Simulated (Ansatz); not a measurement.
# Ni$_{3}$Si under load (space group Pm-3m): band-structure transport figures

Here is the system:

```
CELL_PARAMETERS angstrom
      3.41745     0.00000     0.00000
      0.00000     3.41745     0.00000
      0.00000     0.00000     3.41745
ATOMIC_POSITIONS crystal
  Si 0.00000 0.00000 0.00000
  Ni 0.00000 0.50000 0.50000
  Ni 0.50000 0.00000 0.50000
  Ni 0.50000 0.50000 0.00000
```

Computed with PBEsol, rigid bands (plane waves, PAW, scalar-relativistic; Ansatz, a first-principles code). Condition of this run: hydrostatic pressure 10 GPa (the target of the relaxation). Cell: cell and atoms relaxed with PBEsol, then loaded as said.

```
Item                                                             Result
------------------------------------  ---------------------------------
density of states at the Fermi level  2.07 states/(eV·cell), both spins
bare Sommerfeld coefficient                   1.22 mJ/(mol of atoms·K²)
Drude plasma energy                                             1.90 eV
root-mean-square Fermi velocity                               1.6e5 m/s
resistivity times τ                                    136 ×10⁻²² Ω·m·s
```

A metal at this level (no band gap); rigid bands, thermally averaged at 300 K, both spins. Spin-orbit coupling is left out. τ is one relaxation time for all states.

Computed structure with no diffraction record at hand here (it may be known, metastable or hypothetical): Ni3Si under load (space group Pm-3m). Treated as nonmagnetic (a ferromagnetic start lost its moment, other orders weren't tried): Ni3Si under load (space group Pm-3m).
